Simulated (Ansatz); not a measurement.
Consider the following.

```xyz
4
Lattice="3.1073 0.0000 0.0000 1.5537 2.6910 0.0000 0.0000 0.0000 4.9249" Properties=species:S:1:pos:R:3 pbc="T T T"
Al     1.5537     0.8970    -0.0044
Al     3.1073     1.7940     2.4580
N      1.5537     0.8970     1.8857
N      3.1073     1.7940     4.3482
```

No spin polarisation.

Computed with LDA (Ansatz, a first-principles code), without spin-orbit coupling. Settings: 12×12×7 k-points, 0.05 eV Fermi–Dirac smearing.

Predict the in-plane stress, gap character and band gap.


* **Mean in-plane stress (compression positive)**: -2.8 GPa
* **Gap character**: direct at Γ
* **Band gap**: 4.29 eV

The cells carry an imposed strain or load. Whether these cells are dynamically stable was not tested. The cell was made from AlN in the wurtzite structure (space group P6_3mc, No. 186) by this change: biaxial strain +0.60 %, plane normal [001], relaxed out of plane.
